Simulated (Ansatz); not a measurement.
# GeSe in the GeS type structure (space group Pnma, No. 62; layered, stacked along the Cartesian x axis)

```
CELL_PARAMETERS angstrom
     10.51975     0.00000     0.00000
      0.00000     3.82370     0.00000
      0.00000     0.00000     4.14287
ATOMIC_POSITIONS crystal
  Ge 0.61626 0.75000 0.59745
  Ge 0.88374 0.25000 0.09745
  Ge 0.38374 0.25000 0.40255
  Ge 0.11626 0.75000 0.90255
  Se 0.35696 0.75000 0.99218
  Se 0.14304 0.25000 0.49218
  Se 0.64304 0.25000 0.00782
  Se 0.85696 0.75000 0.50782
```

The values are results of Ansatz (an electronic-structure program) PBEsol-D3(BJ), no spin-orbit coupling, not measurements. k-mesh 3×9×8 (Γ-centred); smearing 0.05 eV (Fermi–Dirac).

| Item | Result |
|---|---|
| Volume per atom | 20.83 Å³ |
| Density | 6.04 g/cm³ |
| Band gap | 0.11 eV, indirect, Γ–Z (67 % along) → Γ–Z (17 % along) |
| Total energy | -4839.403 eV/atom (σ→0; compares only within this code and set-up) |

Stability against distortions was not tested. The zero or small gap of GeSe can change with the level of theory.
